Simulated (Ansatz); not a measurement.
# Converging zone-centre phonons against the mesh: CaPb (P4/mmm, 2 atoms in the cell)

```yaml
crystal:
  lattice:
    - [3.58447, 0.00000, 0.00000]
    - [0.00000, 3.58447, 0.00000]
    - [0.00000, 0.00000, 4.65065]
  atoms:
    - { symbol: Ca, position: [0.00000, 0.00000, 0.00000] }
    - { symbol: Pb, position: [0.50000, 0.50000, 0.50000] }
```

Method of the run: LDA (PW92), default PAW files made with PBE (plane waves; Ansatz, a first-principles code).

Base settings: basis.ecutwfc = 30.9 Ry; kpoints.mp_grid.grid = 9 9 7; hamiltonian.xc = lda; hamiltonian.pseudopotentials = {kind: paw} (the program's default PAW files); scf.occupations.method = gaussian; scf.occupations.width = 0.0073 Ry.

In this ladder: phonons.method = dfpt.

Frequencies are those of the unrelaxed cell, without the LO-TO term of polar crystals.

Only quantities that move along the ladder and can be compared are tabulated.

Core times come from one kind of shared machine, to one figure; runs under 30 s give none.

The starting cell comes from a database of computed structures (which also holds hypothetical and non-ambient phases and stackings), without a prior relaxation at this level. Its lattice was rescaled by up to half a per cent. In the base run, with a pressure of about -3 GPa the cell is away from its equilibrium volume at this level.

| kpoints.mp_grid.grid | highest zone-centre frequency (cm⁻¹) | core time / last (rough) |
|---|---|---|
| 3 3 2 | 108.1 | – |
| 3 3 3 | 116.1 | – |
| 4 4 3 | 126.8 | – |
| 5 5 4 | 154.7 | – |
| 6 6 5 | 146.9 | – |
| 7 7 6 | 139.5 | – |
| 11 11 9 | 145.0 | 0.08 |
| 14 14 11 | 143.8 | 0.2 |
| 17 17 13 | 144.3 | 0.3 |
| 21 21 16 | 144.9 | 1 |

Coarsest kpoints.mp_grid.grid that holds the highest zone-centre frequency within 5 cm⁻¹ of the last step, with all finer ones: 11 11 9, at about 0.08 of the last step's time; the step before is off by 5.4 cm⁻¹.

Keys are those of Ansatz 0.2.
